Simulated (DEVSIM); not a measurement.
Structure: abrupt Si p-n junction, at 350 K.

| layer (left to right) | material | thickness (μm) | Nd (cm⁻³) | Na (cm⁻³) | τn (s) | τp (s) |
|---|---|---|---|---|---|---|
| 1 | Si | 0.110 | - | 2.3e17 | 0.00027 | 0.00027 |
| 2 | Si | 220 | 8.4e15 | - | 0.00027 | 0.00027 |

Left contact: ohmic. Right contact: ohmic. Voltage is applied to the left contact. Recombination: SRH at mid-gap. Mobility is constant in doping.

This is a model device: material constants are rounded textbook-type values typed into the input, and sizes, dopings and lifetimes were drawn at random. Values at 300 K; Nc and Nv go as T^1.5, mobilities as T to minus their exponent, the gap by Varshni's rule with the affinity fixed.

| parameter | Si |
|---|---|
| gap (eV) | 1.124 |
| affinity (eV) | 4.05 |
| permittivity | 11.7 |
| Nc (cm⁻³) | 2.86e19 |
| Nv (cm⁻³) | 3.1e19 |
| μn (cm²/Vs) | 1417 |
| μp (cm²/Vs) | 470 |
| T exponent of μn | 2.3 |
| T exponent of μp | 2.2 |
| Varshni α (eV/K) | 0.000473 |
| Varshni β (K) | 636 |

DEVSIM, 1D drift-diffusion, Boltzmann statistics, complete ionisation; no tunnelling, impact ionisation, image-force lowering or self-heating.

**Question.** Tabulate band edges, carrier densities and field at -5.0 V on the left contact.

**Answer.** Energies count from the Fermi level of the right contact; mesh points crowd at the junctions.

```csv
x (μm),Ec (eV),Ev (eV),n (cm⁻³),p (cm⁻³),field (V/cm)
0.000,5.956,4.845,620000,2.3e17,-11
0.02654,5.956,4.845,410000,2.3e17,-97
0.06552,5.950,4.839,130000,1.9e17,-6200
0.1000,5.827,4.717,26000,3.3e15,-84000
0.1360,5.421,4.310,21000,4.6e9,-120000
0.2039,4.667,3.556,23000,1500,-110000
0.3638,3.126,2.015,29000,1400,-86000
0.9934,0.284,-0.826,2.9e15,2800,-5800
2.224,0.252,-0.858,8.4e15,98000,≈ 0
5.124,0.252,-0.858,8.4e15,340000,≈ 0
11.96,0.252,-0.858,8.4e15,890000,≈ 0
38.86,0.252,-0.858,8.4e15,3100000,≈ 0
91.44,0.252,-0.858,8.4e15,7200000,≈ 0
162.9,0.252,-0.858,8.4e15,1.3e7,≈ 0
201.9,0.252,-0.858,8.4e15,1.6e7,≈ 0
212.7,0.252,-0.858,8.4e15,1.6e7,≈ 0
217.0,0.252,-0.858,8.4e15,1.7e7,≈ 0
218.8,0.252,-0.858,8.4e15,1.7e7,≈ 0
219.7,0.252,-0.858,8.4e15,1.7e7,≈ 0
219.9,0.252,-0.858,8.4e15,1.7e7,≈ 0
220.1,0.252,-0.858,8.4e15,1.7e7,≈ 0
220.1,0.252,-0.858,8.4e15,1.7e7,≈ 0
```
